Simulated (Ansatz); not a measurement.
An Ansatz (a quantum-chemistry and plane-wave program) input (Ansatz, r2SCAN, PAW, cutoff 500 eV, no spin-orbit coupling):

Ansatz 0.2 input:
```yaml
crystal:
  lattice:
    - [-2.205732567, 2.205732567, 9.4590804698]
    - [2.205732567, -2.205732567, 9.4590804698]
    - [2.205732567, 2.205732567, -9.4590804698]
  atoms:
    - { symbol: Te, position: [0.092435659, 0.592435659, 0.5] }
    - { symbol: Te, position: [0.407564341, 0.907564341, 0.5] }
    - { symbol: Te, position: [0.75, 0.25, 0.5] }
    - { symbol: Zn, position: [0.8290490681, 0.8290490681, 0] }
    - { symbol: Zn, position: [0.1709509319, 0.1709509319, 0] }
    - { symbol: Cd, position: [0.5, 0.5, 0] }
basis: { ecutwfc: 500, ecutrho_ratio: 4, xc_grid: 4, fft_grid_basis: typed }
kpoints: { mp_grid: { grid: [11, 11, 11] } }
hamiltonian:
  xc: r2scan
  dispersion: none
  pseudopotentials: { kind: paw }
scf: { occupations: { method: fermi_dirac, width: 0.05 }, convergence: { dr2_threshold: 0.0000000006 } }
output: { forces: true, stress: true }
checkpoint: { write: state.ck, write_every: 1000 }
```

Which symmetry and how many k-points will the program report, and about how many plane waves at Γ?

Space group I-4m2 (ITA 119) with 8 operations, k-points 126 of 1331, and 4623 plane waves at Γ.

These are small ordered cells, not random alloys; other orderings at the same x differ. No phonon test of stability was made. The cell was made from CdTe by this change: x(Zn) = 0.667, 6 atoms, I-4m2.
